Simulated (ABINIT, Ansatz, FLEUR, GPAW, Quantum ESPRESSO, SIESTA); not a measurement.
NaLiZnS2 (P3m1, 5 atoms in the cell) computed with different codes at matched settings

Self-consistent single point.

```
CELL_PARAMETERS angstrom
      3.98206     0.00000     0.00000
     -1.99103     3.44856     0.00000
      0.00000     0.00000     6.82385
ATOMIC_POSITIONS crystal
  Na 0.00000 0.00000 0.02616
  Li 0.33333 0.66667 0.35665
  Zn 0.66667 0.33333 0.61163
  S  0.33333 0.66667 0.73381
  S  0.66667 0.33333 0.27174
```

Shared settings, as Ansatz (an electronic-structure program) writes them: kpoints.mp_grid.grid = 5 5 3; scf.occupations.method = fixed. Potentials and cutoffs stand in the table.

```csv
code,model,pressure (GPa),largest force (eV/Å),gap on the mesh (eV),cutoff
GPAW,"PBEsol, GPAW PAW datasets PBEsol (made by gpaw-setup)",-2.01,0.142,1.689,850 eV
Quantum ESPRESSO,"PBEsol, GBRV 1.5 ultrasoft (PBESOL) pseudopotentials",-2.13,0.142,1.696,50 Ry
FLEUR,"PBEsol, all-electron FLAPW (FLEUR), scalar-relativistic valence",–,0.141,1.696,Kmax 4.1 1/bohr
ABINIT,"PBEsol, PAW (JTH v2.0 PBE PAW, files made for PBE)",-2.14,0.156,1.682,816 eV
Ansatz,"PBEsol, PAW files made with PBE",-2.11,0.145,1.694,30.9 Ry
SIESTA,"GGA PBEsol, numerical atomic orbitals DZP, PseudoDojo PBEsol standard norm-conserving potentials (rewritten from UPF to PSML)",-1.38,–,1.855,grid 300 Ry
```

Size of the force on each atom (eV/Å): Sizes of forces hide their directions.

| code | Na1 | Li2 | Zn3 | S4 | S5 |
|---|---|---|---|---|---|
| GPAW | 0.006 | 0.023 | 0.017 | 0.142 | 0.129 |
| Quantum ESPRESSO | 0.004 | 0.021 | 0.018 | 0.142 | 0.135 |
| FLEUR | 0.010 | 0.019 | 0.003 | 0.141 | 0.111 |
| ABINIT | 0.002 | 0.024 | 0.022 | 0.156 | 0.156 |
| Ansatz | 0.008 | 0.020 | 0.019 | 0.145 | 0.137 |

A dash marks a value that a program does not give, or that is left out as unsure.

Gaps are read on the mesh.

The spread over the programs that give each value: pressure within 0.76 GPa; largest force within 0.015 eV/Å; gap on the mesh within 0.173 eV.

SIESTA uses small atom-centred bases, whose incompleteness enters pressures, forces and empty levels differently from a plane-wave cutoff. FLEUR treats all electrons, but the usual bases taken here (sphere radii, linearisation, local orbitals, empty states) were not tested for convergence, so the values are no reference for the others. Ansatz's pressure is given at a fixed set of plane waves, as the other plane-wave codes print theirs; with its correction for the finite basis it is -2.07 GPa. In the gap, SIESTA (by 0.163) lies more than 0.12 eV from the median of the plane-wave programs.

On the base mesh (10 10 5) the same programs gave: Ansatz pressure -2.12 GPa, gap on the mesh 1.694 eV; Quantum ESPRESSO pressure -2.15 GPa, gap on the mesh 1.695 eV; ABINIT pressure -2.17 GPa, gap on the mesh 1.682 eV; GPAW pressure -2.03 GPa, gap on the mesh 1.689 eV; FLEUR gap on the mesh 1.695 eV; SIESTA pressure -1.40 GPa, gap on the mesh 1.854 eV.

The starting cell comes from a database of computed structures (which also holds hypothetical and non-ambient phases and stackings), without a prior relaxation at this level.

Left out of this page: CP2K (on another mesh).

Keys are those of Ansatz 0.2.
